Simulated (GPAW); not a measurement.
Input and output of a self-consistent single point for ScZn3 (P6_3/mmc, 8 atoms in the cell) (GPAW).

Computed with LDA (Perdew-Wang 92), GPAW PAW datasets LDA (gpaw-data 1.0.1) (plane waves; GPAW 25.7.0).

The change in words: lattice scaled by 0.98. Reference geometry:
```xyz
8
Lattice="5.8068 0.0000 0.0000 -2.9034 5.0289 0.0000 0.0000 0.0000 4.2898" Properties=species:S:1:pos:R:3 pbc="T T T"
Sc     0.0000     3.3526     3.2173
Sc     2.9034     1.6763     1.0724
Zn     2.9034     3.4464     3.2173
Zn     0.0000     1.5824     1.0724
Zn    -1.5330     4.2377     1.0724
Zn     4.4364     0.7912     3.2173
Zn     1.3704     0.7912     3.2173
Zn     1.5330     4.2377     1.0724
```

Reference input (self-consistent single point, DFT LDA (Perdew-Wang 92), plane waves, GPAW PAW datasets LDA (gpaw-data 1.0.1)): mode = pw; ecut = 800 eV; xc = LDA; kpts = 5 5 5; mesh shift (steps) = 0 0 0; occupations.name = fermi-dirac; occupations.width = 0.05 eV; nbands = -12; convergence.density = 1e-05 e/electron; convergence.energy = 1e-05 eV/electron; symmetry.symmorphic = false; symmetry.tolerance = 0.0005. This run's input differs from it in these lines:

```diff
@@ -5,13 +5,13 @@
 atoms = Atoms(['Sc', 'Sc', 'Zn', 'Zn', 'Zn', 'Zn', 'Zn', 'Zn'],
-              cell=[[5.806845, 0.000000, 0.000000],
-                    [-2.903422, 5.028875, 0.000000],
-                    [0.000000, 0.000000, 4.289779]],
-              positions=[[-0.000003, 3.352585, 3.217334],
-                         [2.903426, 1.676290, 1.072445],
-                         [2.903423, 3.446439, 3.217334],
-                         [0.000000, 1.582436, 1.072445],
-                         [-1.532992, 4.237657, 1.072445],
-                         [4.436415, 0.791218, 3.217334],
-                         [1.370430, 0.791218, 3.217334],
-                         [1.532993, 4.237657, 1.072445]],
+              cell=[[5.690708, 0.000000, 0.000000],
+                    [-2.845354, 4.928298, 0.000000],
+                    [0.000000, 0.000000, 4.203983]],
+              positions=[[-0.000003, 3.285534, 3.152987],
+                         [2.845357, 1.642764, 1.050996],
+                         [2.845354, 3.377510, 3.152987],
+                         [-0.000000, 1.550788, 1.050996],
+                         [-1.502333, 4.152904, 1.050996],
+                         [4.347687, 0.775394, 3.152987],
+                         [1.343021, 0.775394, 3.152987],
+                         [1.502333, 4.152904, 1.050996]],
               pbc=True)
```

Output, abridged:

```
     iter     time        total  log10-change:
                         energy   eigst   dens
iter:   1 --:--:--   -26.150665
iter:   2 --:--:--   -26.228786   +0.12  -1.48
iter:   3 --:--:--   -25.103353   -0.48  -1.51
iter:   4 --:--:--   -25.326946   -0.74  -1.67
iter:   5 --:--:--   -25.291543   -1.51  -1.85
   [... 6 lines left out ...]
iter:  12 --:--:--   -24.944268   -2.33  -2.67
iter:  13 --:--:--   -24.932482   -3.51  -2.82
iter:  14 --:--:--   -24.929976   -3.13  -3.03
iter:  15 --:--:--   -24.929388   -4.25  -3.44
iter:  16 --:--:--   -24.929233c  -4.24  -3.79
iter:  17 --:--:--   -24.928990c  -4.71  -3.66
iter:  18 --:--:--   -24.928981c  -5.57  -4.14
iter:  19 --:--:--   -24.929009c  -5.45  -4.23
iter:  20 --:--:--   -24.929008c  -5.35  -4.23
   [... 3 lines left out ...]
iter:  24 --:--:--   -24.928988c  -5.42  -4.21
iter:  25 --:--:--   -24.928983c  -6.63  -4.55
iter:  26 --:--:--   -24.928981c  -6.21  -4.69
iter:  27 --:--:--   -24.928981c  -6.26  -4.54
iter:  28 --:--:--   -24.928984c  -6.89  -5.03c
iter:  29 --:--:--   -24.928984c  -7.40c -5.25c
Converged after 29 iterations.

Dipole moment: (-0.000000, -0.000000, -0.000000) |e|*Ang

Energy contributions relative to reference atoms: (reference = -334210.666647)

Kinetic:         -9.876459
Potential:      +23.259472
External:        +0.000000
XC:             -38.479714
Entropy (-ST):   -0.029840
Local:           +0.182636
SIC:             +0.000000
--------------------------
Free energy:    -24.943904
Extrapolated:   -24.928984

Showing only first 2 kpts
 Kpt  Band  Eigenvalues  Occupancy
  0    45      6.11928    2.00000
  0    46      8.47437    0.00000
  0    47      8.47439    0.00000
  0    48      8.54539    0.00000

  1    45      5.83825    2.00000
  1    46      7.66875    0.00064
  1    47      7.66879    0.00064
  1    48      7.79603    0.00005

Fermi level: 7.26661

No gap
   [... lines left out ...]
  2 Zn   -0.00000   -0.01832    0.00000
  3 Zn   -0.00000    0.01832    0.00000
  4 Zn    0.01587   -0.00916   -0.00000
  5 Zn   -0.01587    0.00916   -0.00000
  6 Zn    0.01587    0.00916    0.00000
  7 Zn   -0.01587   -0.00916    0.00000

Stress tensor:
    -0.013379     0.000000     0.000000
     0.000000    -0.013379     0.000000
     0.000000     0.000000    -0.013675
Stress (GPa, Voigt): [-2.1435 -2.1435 -2.191   0.      0.      0.    ]
```

The run converged in 29 iterations. GPAW prints stress with tension positive. Against the reference run the free energy falls by 5.4 meV/atom, the pressure goes from -3.71 to 2.16 GPa and the largest force hardly changes (0.021 to 0.018 eV/Å).

The starting cell comes from a database of computed structures (which also holds hypothetical and non-ambient phases and stackings), without a prior relaxation at this level. Its lattice was rescaled by a random factor within 2.5 % of one. For this run, on top of that: lattice scaled by 0.98.

Cost on one core of a shared machine: roughly 2 min.
